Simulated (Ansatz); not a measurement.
The starting structures come from a database of crystals and need not be the phases stable at ambient conditions.

The decay constant κ of evanescent states in the gap governs leakage through a thin film.

Consider the following.

```yaml
crystal:
  lattice:
    - [6.01774, 0.00000, 0.00000]
    - [0.00000, 10.64838, 0.00000]
    - [0.00000, -5.32419, 3.48303]
  atoms:
    - { symbol: K, position: [0.26476, 0.47747, 0.28090] }
    - { symbol: K, position: [0.76476, 0.52253, 0.71910] }
    - { symbol: K, position: [0.26476, 0.80343, 0.28090] }
    - { symbol: K, position: [0.76476, 0.19657, 0.71910] }
    - { symbol: Pb, position: [0.73115, 0.89967, 0.79934] }
    - { symbol: Pb, position: [0.23115, 0.10033, 0.20066] }
    - { symbol: O, position: [0.99515, 0.83455, 0.93580] }
    - { symbol: O, position: [0.49515, 0.16545, 0.06420] }
    - { symbol: O, position: [0.99515, 0.10125, 0.93580] }
    - { symbol: O, position: [0.49515, 0.89875, 0.06420] }
    - { symbol: O, position: [0.12404, 0.37712, 0.75424] }
    - { symbol: O, position: [0.62404, 0.62288, 0.24576] }
```

Space group of this cell: Cmc2_1. The cell is taken as given.

Transport runs along the normal of the first two printed cell vectors.

The gap is the functional's own. No spin-orbit coupling. Mid-gap values are interpolated on the energy grid.

State the band gap and the smallest decay constant κ at mid-gap according to PBEsol (Ansatz, a quantum-chemistry and plane-wave program).

Gap 1.37 eV on a 6×10×10 mesh; κ = 0.252 1/Å, at the zone centre.
